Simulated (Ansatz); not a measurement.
Consider V in the bcc (W type) structure (space group Im-3m, No. 229; a = 2.985 Å).

Level of theory: r2SCAN (Ansatz, a program for electronic structure), spin-orbit coupling left out, earlier PAW set.

Base values:

```
Quantity           Result
---------------  --------
Volume per atom  13.30 Å³
```

Now apply this change: full substitution V → Sb; the structure is relaxed again.

Tabulated Pauling electronegativity and covalent radius: V 1.63, 1.53 Å; Sb 2.05, 1.39 Å.

Predict the new volume per atom.

The volume per atom goes up by 13.68 Å³ to 26.98 Å³.

No phonon test of stability was made. For Sb in this form, whether it has been made was not checked. Seeded moments were not kept for the base. The final runs are not spin-polarised. This is not the structure that Sb has at room temperature and ambient pressure.
